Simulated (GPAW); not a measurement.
Converging shifted k-point meshes: SnO (P4mm, 4 atoms in the cell)

```
SnO
1.0
    3.78100     0.00000     0.00000
    0.00000     3.78100     0.00000
    0.00000     0.00000     4.81580
Sn O
2 2
Cartesian
  1.89050   0.00000   3.71964
  0.00000   1.89050   1.14616
  1.89050   1.89050   0.00000
  0.00000   0.00000   0.00000
```

Method of the run: PBEsol, GPAW PAW datasets PBEsol (made by gpaw-setup) (plane waves; GPAW 25.7.0).

Base settings: mode = pw; ecut = 950 eV; xc = PBEsol; kpts = 3 3 3; mesh shift (steps) = 0 0 0; occupations.name = fermi-dirac; occupations.width = 0.02 eV; nbands = -4; convergence.bands = -2; symmetry.symmorphic = false.

In this ladder: kpts_shift = 0.5 0.5 0.5.

Only quantities that move along the ladder and can be compared are tabulated.

The count of work is k-points × plane waves × bands × iterations; it is no time. 

The starting cell has typed, rounded lattice constants, without a prior relaxation at this level. Its lattice was rescaled by up to half a per cent. One atom was moved a little off its site on purpose. In the base run, forces exceed 1 eV/Å.

| kpts | free energy less the last step's (meV/atom) | largest difference of a force vector from the last step's (eV/Å) | count of work / last |
|---|---|---|---|
| 2 2 1 | 84.49 | 0.076 | 0.0042 |
| 2 2 2 | 51.26 | 0.134 | 0.0036 |
| 3 3 2 | 9.41 | 0.040 | 0.012 |
| 3 3 3 | 10.42 | 0.118 | 0.026 |
| 4 4 3 | -1.09 | 0.025 | 0.028 |
| 5 5 4 | -0.30 | 0.019 | 0.040 |
| 6 6 5 | 0.05 | 0.007 | 0.072 |
| 8 8 6 | 0.01 | 0.016 | 0.11 |
| 9 9 7 | 0.00 | 0.004 | 0.26 |
| 11 11 9 | 0.00 | 0.002 | 0.42 |
| 13 13 10 | 0.00 | 0.008 | 0.59 |
| 15 15 12 | 0.00 | 0.000 | 1.0 |

Coarsest kpts that holds the free energy within 2 meV/atom of the last step, with all finer ones: 4 4 3, at 0.028 of the last step's count of work; the step before is off by 10 meV/atom.

Coarsest kpts that holds the forces within 0.01 eV/Å: not settled: the last two steps still differ by 0.008 eV/Å, over half the tolerance, so the ladder does not show it.
